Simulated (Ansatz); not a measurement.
An Ansatz (a program for electronic structure) run: LiNbO3 with a change (uniaxial strain ε_xx = −0.75 %); Kohn–Sham DFT with the LDA functional, run in Ansatz with PAW and 420 eV plane waves, scalar-relativistic without spin-orbit coupling.

Input:

Ansatz 0.2 input:
```yaml
crystal:
  lattice:
    - [2.5147303714, 1.4628516442, 4.5624291403]
    - [-2.5147303714, 1.4628516442, 4.5624291403]
    - [0, -2.9257032884, 4.5624291403]
  atoms:
    - { symbol: Li, position: [0.2811433215, 0.2811433215, 0.2811433215] }
    - { symbol: Li, position: [0.7811433215, 0.7811433215, 0.7811433215] }
    - { symbol: Nb, position: [0.9975204717, 0.9975204717, 0.9975204717] }
    - { symbol: Nb, position: [0.4975204717, 0.4975204717, 0.4975204717] }
    - { symbol: O, position: [0.1055221574, 0.3657225961, 0.7171914534] }
    - { symbol: O, position: [0.7171914534, 0.1055221574, 0.3657225961] }
    - { symbol: O, position: [0.3657225961, 0.7171914534, 0.1055221574] }
    - { symbol: O, position: [0.2171914534, 0.8657225961, 0.6055221574] }
    - { symbol: O, position: [0.8657225961, 0.6055221574, 0.2171914534] }
    - { symbol: O, position: [0.6055221574, 0.2171914534, 0.8657225961] }
basis: { ecutwfc: 420, ecutrho_ratio: 4, xc_grid: 2, fft_grid_basis: typed }
kpoints: { mp_grid: { grid: [8, 8, 8] } }
hamiltonian:
  xc: lda
  dispersion: none
  pseudopotentials: { kind: paw }
scf: { occupations: { method: fermi_dirac, width: 0.05 }, convergence: { dr2_threshold: 0.000000001 } }
relax: { f_tol: 0.005, max_steps: 50 }
output: { forces: true, stress: true }
checkpoint: { write: state.ck, write_every: 1000 }
```

Output (explanatory and most iteration lines left out):

```
Relaxation: its limit of steps is 50 (relax.max_steps)
Pseudopotential: Li, paw, valence charge 3
Pseudopotential: Nb, paw, valence charge 13
Pseudopotential: O, paw, valence charge 6
Crystal: 10 atoms, lattice volume = 100.702 Å³
Basis set: ecut = 420 eV, 1931 PW (Γ), exchange–correlation on 80×80×80 points (8 copies of the dense FFT grid, shifted against one another)
Bands: 44, of which v1, the nominal top of the filled ones, is band 34 counted from 1 (33 counted from 0)
Symmetry: 2 space group operations
Space group: Cc (ITA 9), of the structure as read, at distance tolerance 4.7e-5 Å
k-points: 150 of 512 (time reversal used)
Functional: x = slater, c = lda
SCF iter   1: F=—  HF=-12631.523394 eV  |F-HF|=—  |Δ(HF+E_count)|=         —  Δρ=1.88e-2  dr2=3.15e-1  ethr=1.77e-3  ⟨swp⟩=6.1  Hψ=28061  notcnv=0  defer=16
SCF iter   2: F=—  HF=-12631.450913 eV  |F-HF|=—  |Δ(HF+E_count)|=   7.25e-2  Δρ=6.61e-3  dr2=3.09e-2  ethr=4.63e-4  ⟨swp⟩=2.0  Hψ=11088  notcnv=0  defer=594
SCF 1 converged in 10 iterations: F = -12631.441390 eV  dr2 = 8.13e-10
relax step   1: F+E_penalty+E_count = -12631.44139028 eV  Δ(F+E_penalty+E_count) = +0.000e0 eV  max|allowed force component| = 1.707e-1 eV/Å  Δτ_max = 0.0000 Å  (10 SCF iters, accepted)
Crystal: 10 atoms, lattice volume = 100.702 Å³
SCF iter   1: F=—  HF=-12631.444347 eV  |F-HF|=—  |Δ(HF+E_count)|=         —  Δρ=7.81e-4  dr2=5.44e-4  ethr=7.57e-7  ⟨swp⟩=2.0  Hψ=18346  notcnv=0  defer=597
SCF iter   2: F=—  HF=-12631.444218 eV  |F-HF|=—  |Δ(HF+E_count)|=   1.29e-4  Δρ=4.09e-4  dr2=1.45e-4  ethr=7.57e-7  ⟨swp⟩=2.2  Hψ=8611  notcnv=0  defer=597
SCF 2 converged in 8 iterations: F = -12631.444167 eV  dr2 = 1.01e-10
relax step   2: F+E_penalty+E_count = -12631.44416735 eV  Δ(F+E_penalty+E_count) = -2.777e-3 eV  max|allowed force component| = 7.513e-2 eV/Å  Δτ_max = 0.0067 Å  (8 SCF iters, accepted)
Crystal: 10 atoms, lattice volume = 100.702 Å³
SCF iter   1: F=—  HF=-12631.444823 eV  |F-HF|=—  |Δ(HF+E_count)|=         —  Δρ=4.87e-4  dr2=2.39e-4  ethr=2.87e-6  ⟨swp⟩=2.0  Hψ=13471  notcnv=0  defer=597
SCF iter   2: F=—  HF=-12631.444767 eV  |F-HF|=—  |Δ(HF+E_count)|=   5.63e-5  Δρ=2.56e-4  dr2=6.08e-5  ethr=3.51e-7  ⟨swp⟩=1.0  Hψ=7800  notcnv=0  defer=597
SCF 3 converged in 8 iterations: F = -12631.444745 eV  dr2 = 1.02e-10
relax step   3: F+E_penalty+E_count = -12631.44474462 eV  Δ(F+E_penalty+E_count) = -5.773e-4 eV  max|allowed force component| = 2.691e-2 eV/Å  Δτ_max = 0.0047 Å  (8 SCF iters, accepted)
Crystal: 10 atoms, lattice volume = 100.702 Å³
SCF iter   1: F=—  HF=-12631.444828 eV  |F-HF|=—  |Δ(HF+E_count)|=         —  Δρ=2.28e-4  dr2=2.30e-5  ethr=2.43e-7  ⟨swp⟩=2.0  Hψ=13500  notcnv=0  defer=597
SCF iter   2: F=—  HF=-12631.444822 eV  |F-HF|=—  |Δ(HF+E_count)|=   5.70e-6  Δρ=1.10e-4  dr2=4.96e-6  ethr=3.38e-8  ⟨swp⟩=1.0  Hψ=7800  notcnv=0  defer=597
SCF 4 converged in 6 iterations: F = -12631.444821 eV  dr2 = 3.62e-10
relax step   4: F+E_penalty+E_count = -12631.44482074 eV  Δ(F+E_penalty+E_count) = -7.613e-5 eV  max|allowed force component| = 2.215e-2 eV/Å  Δτ_max = 0.0013 Å  (6 SCF iters, accepted)
Crystal: 10 atoms, lattice volume = 100.702 Å³
SCF iter   1: F=—  HF=-12631.444920 eV  |F-HF|=—  |Δ(HF+E_count)|=         —  Δρ=3.87e-4  dr2=8.10e-5  ethr=9.62e-7  ⟨swp⟩=2.1  Hψ=13441  notcnv=0  defer=597
SCF iter   2: F=—  HF=-12631.444899 eV  |F-HF|=—  |Δ(HF+E_count)|=   2.09e-5  Δρ=1.89e-4  dr2=1.81e-5  ethr=1.19e-7  ⟨swp⟩=1.0  Hψ=7800  notcnv=0  defer=597
SCF 5 converged in 7 iterations: F = -12631.444892 eV  dr2 = 5.16e-10
relax step   5: F+E_penalty+E_count = -12631.44489194 eV  Δ(F+E_penalty+E_count) = -7.120e-5 eV  max|allowed force component| = 6.315e-3 eV/Å  Δτ_max = 0.0022 Å  (7 SCF iters, accepted)
[...]
SCF 7 converged in 7 iterations: F = -12631.444917 eV  dr2 = 7.13e-10
relax step   7: F+E_penalty+E_count = -12631.44491659 eV  Δ(F+E_penalty+E_count) = -2.464e-5 eV  max|allowed force component| = 2.870e-3 eV/Å  Δτ_max = 0.0011 Å  (7 SCF iters, accepted)
SCF converged after 7 iterations
Free energy (F): -12631.444917 eV
Internal energy: -12631.444917 eV  (E = F + TS)
E sigma→0 (E₀):  -12631.444917 eV
Fermi energy:    9.360710 eV
--- Forces (eV/Å), atoms counted from 1 ---
  atom   1  Li     0.00248985     0.00286896    -0.00074457
  atom   2  Li    -0.00248985     0.00286896    -0.00074457
  atom   3  Nb     0.00030186    -0.00049702     0.00001525
  atom   4  Nb    -0.00030186    -0.00049702     0.00001525
  atom   5  O      0.00052212    -0.00160271     0.00121613
  atom   6  O     -0.00086062    -0.00077109    -0.00133271
  atom   7  O      0.00022180    -0.00000351     0.00084572
  atom   8  O     -0.00022180    -0.00000351     0.00084572
  atom   9  O     -0.00052212    -0.00160271     0.00121613
  atom  10  O      0.00086062    -0.00077109    -0.00133271
--- Stress (GPa, compression-positive) ---
        1.671090       0.000000       0.000000
        0.000000       0.515782       0.027293
        0.000000       0.027293       0.616821
  P = ⅓ Tr σ = 0.9346 GPa (9.346 kbar)
--- Relaxed structure (7 steps of the walk, 6 accepted, 0 SCFs on fresh bases) ---
  atoms:
    - { symbol: Li, position: [0.28166843557510235, 0.2808670779565121, 0.2820023078222062] }
    - { symbol: Li, position: [0.7808670779565121, 0.7816684355751023, 0.7820023078222063] }
    - { symbol: Nb, position: [0.9973701557750864, 0.9989616603106521, 0.9960034391907209] }
    - { symbol: Nb, position: [0.49896166031065226, 0.4973701557750866, 0.49600343919072104] }
    - { symbol: O, position: [0.10374208999340823, 0.3676545083938717, 0.7171913110067935] }
    - { symbol: O, position: [0.716633532698498, 0.10358877373546033, 0.3673253688331165] }
    - { symbol: O, position: [0.36753837551189694, 0.7161753902495107, 0.10457757324716249] }
    - { symbol: O, position: [0.21617539024951066, 0.8675383755118968, 0.6045775732471623] }
    - { symbol: O, position: [0.8676545083938716, 0.6037420899934082, 0.21719131100679362] }
    - { symbol: O, position: [0.6035887737354604, 0.2166335326984981, 0.8673253688331164] }
```

No phonon test of stability was made. The cell was made from LiNbO₃ (space group R3c, No. 161) by this change: uniaxial strain ε_xx = −0.75 %.
